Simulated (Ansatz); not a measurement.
Task: Name crystals whose Seebeck coefficient, p-type 1e19 cm⁻³ lies between 430 and 670 μV/K and whose electron conductivity mass lies between 0.46 and 0.72 mₑ, by PBEsol, rigid bands run with Ansatz (a program for electronic structure).

Result: Many crystals can fit; among those computed here:
- Li₂O (Fm-3m): 537 μV/K, 0.52 mₑ
- SrHfO3 (Pm-3m): 532 μV/K, 0.50 mₑ
- SrC2 (I4/mmm): 503 μV/K, 0.47 mₑ
- CsCl (Pm-3m): 540 μV/K, 0.57 mₑ
- SiO2 (P3_121): 618 μV/K, 0.51 mₑ

Masses are for dilute carriers at 300 K, harmonic means over directions unless an axis is named. Seebeck coefficients are for the stated density at 300 K, with one relaxation time for all states and whether or not that doping can be reached. Spin-orbit coupling is left out.

Formula and space group known from diffraction (Crystallography Open Database), not checked to be the room-temperature form: SrC2 (I4/mmm), SrHfO3 (Pm-3m). The missing spin-orbit coupling matters most for SrHfO3 (Pm-3m).
